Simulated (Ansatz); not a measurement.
Start from Ag in the fcc (Cu type) structure (space group Fm-3m, No. 225; a = 4.054 Å; relaxed with 0.1 eV smearing). Axes: x, y, z lie along the cube axes.

Level of theory: PBEsol (Ansatz, an electronic-structure program, PAW, scalar-relativistic without spin-orbit coupling).

Before the change:

| Property | Value |
|---|---|
| Shortest interatomic distance | 2.866 Å |

Now apply this change: tensile biaxial strain of 1.25 % in the plane normal to [001], as in epitaxy on a mismatched substrate; the out-of-plane cell vector and the atoms relax.

Q: Estimate the effect on the in-plane stress, energy relative to the base, shortest interatomic distance and ratio −ε⊥/ε∥.

A: The mean in-plane stress (compression positive) is -1.0 GPa; the energy goes up by 1.4 meV/atom; the shortest interatomic distance decreases by 0.008 Å (2.866 Å → 2.858 Å); the ratio −ε⊥/ε∥ comes out as 1.48.

No phonon test of stability was made.
